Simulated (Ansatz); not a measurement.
**Defect calculation: Hf on the Si site (Hf_Si) in alpha quartz**

Level of theory: PBE, PAW (plane waves to 420 eV; Ansatz, a first-principles code). Cell: 72 sites, 2×2×2; final energies on a 2×2×2 Γ-centred mesh. Site at the start: the Si site. Finite-size correction: monopole term and site-potential alignment. Dielectric constants: PBE linear response of the host. Host gap at this level: 5.68 eV. Finite-size and sampling errors can reach tenths of an eV here. The semilocal functional narrows the gap, so deep levels can fall outside it. Spin–orbit coupling is left out, which matters for these heavy elements. Each state is the lowest found from its start.

Formation energies E_f are given with the Fermi level at the valence-band maximum. Chemical conditions: O-rich (Δμ(Si) = -8.33 eV, Δμ(Hf) = -10.50 eV, bounded by HfSiO4 (I4_1/amd); only phases computed here count, gases as isolated molecules at 0 K); Si-rich (Δμ(Si) = 0.00 eV, Δμ(Hf) = -2.17 eV, bounded by HfSiO4 (I4_1/amd); only phases computed here count, gases as isolated molecules at 0 K). Reference phases: Hf: hcp Hf, Si: silicon.

```json
[
 {"charge": "+1*", "moment (μB)": "0.9", "point group": "–", "largest move off a lattice site (Å)": "0.44", "image correction with alignment (eV)": "–", "E_f, O-rich (eV)": "–", "E_f, Si-rich (eV)": "–"},
 {"charge": "0", "moment (μB)": "not spin-polarised", "point group": "C2", "largest move off a lattice site (Å)": "0.44", "image correction with alignment (eV)": "0.00", "E_f, O-rich (eV)": "1.32", "E_f, Si-rich (eV)": "1.32"},
 {"charge": "−1*", "moment (μB)": "quenched", "point group": "–", "largest move off a lattice site (Å)": "0.44", "image correction with alignment (eV)": "–", "E_f, O-rich (eV)": "–", "E_f, Si-rich (eV)": "–"}
]
```

* At this level the carrier isn't localised at the defect: at charge +1 holes occupy the valence band; at charge −1 electrons occupy the conduction band. Such a state is shallow or no state of the defect, and this cell gives it no level.

Point groups are those of the whole cell at tolerances of 0.03 and 0.1 Å ("near" where only the looser one holds); none is given for unsettled states.

Starting moments that weren't kept: charge −1 began with 1 μB and ended with 0.0.

Flagged in the runs: a doubtful potential alignment, a host whose relaxation on this sampling wasn't shown to rest, a strain field that reaches the edge of the cell.

All states together cost roughly 2.2 core-hours.
